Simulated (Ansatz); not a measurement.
Input and output of a self-consistent single point for HfSiSe (P4/nmm, 6 atoms in the cell) (Ansatz, an electronic-structure program).

Computed with LDA (PW92), default PAW files made with PBE (plane waves; Ansatz).

```yaml
crystal:
  lattice:
    - [3.71821, 0.00000, 0.00000]
    - [0.00000, 3.71821, 0.00000]
    - [0.00000, 0.00000, 8.52218]
  atoms:
    - { symbol: Hf, position: [0.00000, 0.50000, 0.25900] }
    - { symbol: Hf, position: [0.50000, 0.00000, 0.74100] }
    - { symbol: Si, position: [0.00000, 0.00000, 0.00000] }
    - { symbol: Si, position: [0.50000, 0.50000, 0.00000] }
    - { symbol: Se, position: [0.00000, 0.50000, 0.61500] }
    - { symbol: Se, position: [0.50000, 0.00000, 0.38500] }
```

Reference input (self-consistent single point, DFT, r2SCAN, plane waves, default PAW files made with PBE): kpoints.mp_grid.grid = 7 7 3; hamiltonian.xc = r2scan; hamiltonian.pseudopotentials = {kind: paw} (the program's default PAW files); scf.occupations.method = cold; scf.occupations.width = 0.272 eV. This run's input differs from it in these lines:

Ansatz 0.2 input:
```diff
@@ -17,3 +17,3 @@
 hamiltonian:
-  xc: r2scan
+  xc: lda
   pseudopotentials:
```

Log, with long lists cut:

```
SCF iter   1: F=—  HF=-42943.373975 eV  |F-HF|=—  |Δ(HF+E_count)|=         —  Δρ=6.86e-3  dr2=1.28e-1  ethr=1.77e-3  ⟨swp⟩=5.2  Hψ=3661  notcnv=0
all-band conjugate gradients solve this SCF's bands
preconditioner: auto → Kerker (q_TF=auto, 2.618 Å⁻¹)
SCF iter   2: F=—  HF=-42943.357336 eV  |F-HF|=—  |Δ(HF+E_count)|=   1.66e-2  S|Δr|=    0.00e0  Δρ=3.77e-3  dr2=3.46e-2  ethr=1.39e-4  ⟨swp⟩=1.0  Hψ=1300  notcnv=0
   [... lines left out ...]
SCF iter   7: F=—  HF=-42943.350624 eV  |F-HF|=—  |Δ(HF+E_count)|=   1.08e-6  S|Δr|=    0.00e0  Δρ=3.83e-5  dr2=1.12e-5  ethr=3.77e-8  ⟨swp⟩=2.0  Hψ=1983  notcnv=0
SCF iter   8: F=—  HF=-42943.350621 eV  |F-HF|=—  |Δ(HF+E_count)|=   2.85e-6  S|Δr|=    0.00e0  Δρ=1.32e-5  dr2=3.10e-7  ethr=1.22e-8  ⟨swp⟩=2.0  Hψ=1950  notcnv=0
SCF iter   9: F=-42943.350621 eV  HF=-42943.350621 eV  |F-HF|=6.25e-8  |Δ(HF+E_count)|=   4.67e-8  S|Δr|=    0.00e0  Δρ=4.89e-6  dr2=8.77e-8  ethr=1.09e-10  ⟨swp⟩=9.6  Hψ=5171  notcnv=0
SCF 1 converged in 9 iterations: F = -42943.350621 eV  dr2 = 8.77e-8
Stability not checked (fill_not_monotonic)
Free energy (F): -42943.350621 eV
Internal energy: -42943.346423 eV  (E = F + TS)
E sigma→0 (E₀):  -42943.349222 eV
Entropy (-TS):   -0.004197 eV (-0.700 meV/atom)
Fermi energy:    14.057190 eV
--- Forces (eV/Å), atoms counted from 1 ---
  atom   1  Hf     0.00000000     0.00000000    -0.44263523
  atom   2  Hf     0.00000000     0.00000000     0.44263523
  atom   3  Si     0.00000000     0.00000000    -0.00000000
  atom   4  Si     0.00000000     0.00000000    -0.00000000
  atom   5  Se     0.00000000     0.00000000     0.54856377
  atom   6  Se     0.00000000     0.00000000    -0.54856377
--- Stress (GPa, compression-positive) ---
      -14.083534       0.000000       0.000000
        0.000000     -14.083534       0.000000
        0.000000       0.000000     -15.287375
  P = ⅓ Tr σ = -14.4848 GPa (-144.848 kbar)
  The stress holds the Pulay correction. Without it, at fixed plane waves, as pw.x and ABINIT print it: P = -14.5203 GPa
```

The run converged in 9 iterations. Against the reference run the pressure goes from -9.69 to -14.48 GPa and the largest force goes from 0.664 to 0.549 eV/Å. The full log also holds: “WARN basis.ecutwfc = 420 eV, the default”.

The starting cell comes from a database of published, mostly measured structures (it also holds non-ambient and calculated ones), without a prior relaxation at this level. Its lattice was rescaled by a random factor within 2.5 % of one. With a pressure of about -14 GPa the cell is away from its equilibrium volume at this level. Ansatz's pressure includes its estimate of the finite-basis (Pulay) stress.
